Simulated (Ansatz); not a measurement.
LaN (P6₃mc, No. 186, 4 atoms in the cell; start mp-567290; a measured phase of this formula has another space group), treated with HSE06 (PAW; Ansatz, a first-principles code).

Input file:

Ansatz 0.2 input:
```yaml
crystal:
  lattice:
    - [4.1150442992, 0.0, 0.0]
    - [-2.0575221496, 3.5637329008, 0.0]
    - [0.0, 0.0, 5.8115505783]
  atoms:
    - { symbol: La, position: [0.3333333333, 0.6666666667, 0.994974533] }
    - { symbol: La, position: [0.6666666667, 0.3333333333, 0.494974533] }
    - { symbol: N, position: [0.3333333333, 0.6666666667, 0.415025467] }
    - { symbol: N, position: [0.6666666667, 0.3333333333, 0.915025467] }
basis:
  ecutwfc: 460
  ecutrho_ratio: 4
  xc_grid: 2
kpoints:
  mp_grid: { grid: [9, 9, 4] }
hamiltonian:
  xc: hse06
  dispersion: none
  pseudopotentials: { kind: paw }
scf:
  occupations: { method: fermi_dirac, width: 0.01 }
  convergence: { dr2_threshold: 0.0000000004 }
output:
  forces: true
  stress: true
  eigenvalues: true
```

Output (set-up and result lines):

```
WARN output.stress: scf.exx.energy_threshold = 1e-6 eV is looser than the 4e-8 eV advised for a stress under a hybrid functional (1e-8 eV for each atom of the …
Crystal: 4 atoms, lattice volume = 85.226 Å³
Basis set: ecut = 460 eV, 1911 PW (Γ), exchange–correlation on 60×60×90 points (8 copies of the dense FFT grid, shifted against one another)
Bands: 20, of which v1, the nominal top of the filled ones, is band 16 counted from 1 (15 counted from 0)
Symmetry: 12 space group operations
Space group: P63mc (ITA 186), of the structure as read, at distance tolerance 4.4e-5 Å
k-points: 36 of 324 (time reversal used)
SCF iter   1: F=—  HF=-13273.326195 eV  |F-HF|=—  |Δ(HF+E_count)|=         —  Δρ=2.62e-3  dr2=6.04e-3
SCF iter   2: F=—  HF=-13273.328369 eV  |F-HF|=—  |Δ(HF+E_count)|=   2.17e-3  Δρ=1.37e-3  dr2=9.51e-4
  ...
Crystal: 4 atoms, lattice volume = 85.226 Å³
Initial density: handed on by an earlier stage of this run
Crystal: 4 atoms, lattice volume = 85.226 Å³
SCF iter  10: F=—  HF=-13282.139589 eV  |F-HF|=—  |Δ(HF+E_count)|=   6.27e-9  Δρ=1.57e-6  dr2=2.81e-9
SCF iter  11: F=-13282.139589 eV  HF=-13282.139589 eV  |F-HF|=1.82e-11  |Δ(HF+E_count)|=  6.88e-10  Δρ=1.20e-7  dr2=1.38e-10
SCF 3 converged in 11 iterations: F = -13282.139589 eV  dr2 = 1.38e-10
Free energy (F): -13282.139589 eV
Internal energy: -13282.139589 eV  (E = F + TS)
E sigma→0 (E₀):  -13282.139589 eV
Fermi energy:    10.478987 eV
--- Forces (eV/Å), atoms counted from 1 ---
  atom   1  La     0.00000000    -0.00000000    -0.00198435
  atom   2  La     0.00000000     0.00000000    -0.00198435
  atom   3  N      0.00000000    -0.00000000     0.00202348
  atom   4  N      0.00000000     0.00000000     0.00202348
--- Stress (GPa, compression-positive) ---
        2.086668       0.000000       0.000000
        0.000000       2.086668       0.000000
        0.000000       0.000000       1.874236
  P = ⅓ Tr σ = 2.0159 GPa (20.159 kbar)
```

The PAW data were made under PBE.

Note: cell and atoms aren't relaxed at this level (pressure 2.0 GPa).

The result took roughly 6 core-minutes.

A start named mp-… is a Materials Project structure, which need not be a measured phase.
